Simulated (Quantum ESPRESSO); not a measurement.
Effort and miss along a sweep of ecutwfc: WS₂ (P-3m1, 6 atoms in the cell)

```
CELL_PARAMETERS angstrom
      3.18321     0.00000     0.00000
     -1.59160     2.75674     0.00000
      0.00000     0.00000    23.66876
ATOMIC_POSITIONS crystal
  W  0.33333 0.66667 0.63732
  W  0.66667 0.33333 0.36268
  S  0.33333 0.66667 0.29682
  S  0.66667 0.33333 0.70318
  S  0.66667 0.33333 0.57144
  S  0.33333 0.66667 0.42856
```

Method: PBEsol, PseudoDojo standard norm-conserving (PBESOL) pseudopotentials (plane waves; Quantum ESPRESSO).

Base settings: ecutwfc = 75 Ry; occupations = smearing; smearing = fermi-dirac; degauss = 0.00147 Ry; potentials = {W: W.upf, S: S.upf}; K_POINTS = automatic 6 6 1 0 0 0; conv_thr = 1e-09 Ry.

Misses are taken against the tightest run, 131 Ry, which need not be fully converged itself. The energy is the free energy per atom.

The count of work is k-points × plane waves × bands × iterations; it is no time, and leaves out set-up, grids and terms that scale otherwise. Core times come from one kind of shared machine and are given to one figure; runs under 30 s give none.

The starting cell comes from a database of computed structures (which also holds hypothetical and non-ambient phases and stackings), without a prior relaxation at this level.

The runs (ecutwfc): 30 Ry | 38 Ry | 45 Ry | 52 Ry | 60 Ry | 68 Ry | 75 Ry | 86 Ry | 98 Ry | 112 Ry | 131 Ry.

Task: Which is the coarsest setting among those run that, with all tighter ones, holds the energy within 20 meV/atom of the reference, and what does it save?

Result: 52 Ry, off by 16 meV/atom; it needs 0.27 of the reference's count of work and about 0.3 of the reference's time.

Task: Which is the coarsest setting among those run that, with all tighter ones, holds the energy within 5 meV/atom of the reference, and what does it save?

Result: 60 Ry, off by 3.7 meV/atom; it needs 0.33 of the reference's count of work and about 0.4 of the reference's time.

Task: What does the step from 52 Ry to 98 Ry buy?

Result: It takes the miss in the energy from 16 to 1.0 meV/atom, for 2.4 times the count of work and roughly 3 times the time.

```tsv
ecutwfc	energy less reference (meV/atom)	pressure less reference (GPa)	largest difference in the force on any atom (eV/Å)	count of work / reference	core time / reference (rough)
30 Ry	930.84	-11.44	0.066	0.096	0.1
38 Ry	270.60	-5.32	0.023	0.15	0.2
45 Ry	73.24	-2.02	0.012	0.19	0.2
52 Ry	15.82	-0.53	0.008	0.27	0.3
60 Ry	3.68	-0.04	0.008	0.33	0.4
68 Ry	2.26	0.01	0.006	0.38	0.5
75 Ry	1.68	0.01	0.004	0.41	0.5
86 Ry	1.13	0.01	0.003	0.50	0.7
98 Ry	1.01	0.01	0.003	0.65	1
112 Ry	0.57	0.00	0.002	0.79	1
131 Ry	0.00	0.00	0.000	1.0	1
```
